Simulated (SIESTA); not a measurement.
Band structure of CdIn (P-6m2, 2 atoms in the cell).

```
CdIn
1.0
    3.21861     0.00000     0.00000
   -1.60931     2.78740     0.00000
    0.00000     0.00000     5.91615
Cd In
1 1
Direct
  0.00000   0.00000   0.50000
  0.66667   0.33333   0.00000
```

Method: GGA PBEsol, numerical atomic orbitals DZP, PseudoDojo PBEsol standard norm-conserving potentials (rewritten from UPF to PSML) in SIESTA 5.4.2.

Settings: XC.functional = GGA; XC.authors = PBEsol; potentials = PseudoDojo PBEsol standard; PAO.BasisSize = DZP; PAO.EnergyShift = 0.01 Ry; MeshCutoff = 350 Ry; kgrid.MonkhorstPack = 8 8 4; OccupationFunction = FD; ElectronicTemperature = 1160.45 K; MaxSCFIterations = 150; SCF.Mixer.Method = Pulay; SCF.Mixer.Weight = 0.1; SCF.Mixer.History = 8; SCF.DM.Tolerance = 1.0E-04.

The starting cell comes from a database of computed structures (which also holds hypothetical and non-ambient phases and stackings), without a prior relaxation at this level. Its lattice was rescaled by a random factor within 2.5 % of one. Values carry the incompleteness of an atom-centred basis.

Levels in eV from the Fermi level, bands 14 to 19:
```tsv
point	14	15	16	17	18	19
Γ	-8.25	-8.25	-4.05	-3.03	9.46	10.60
M	-8.03	-3.71	-3.03	0.72	1.20	1.78
K	-8.38	-2.41	-1.34	-0.90	2.76	2.91
A	-8.27	-8.27	-6.65	2.49	2.66	10.77
L	-8.03	-3.15	-2.52	-1.51	-0.74	6.07
H	-8.37	-1.92	-0.78	-0.27	0.40	0.45
```

Bands cross the Fermi level along this path, so the cell is metallic at this level.

Higher empty bands are left out: an atom-centred basis made for the valence describes them poorly.
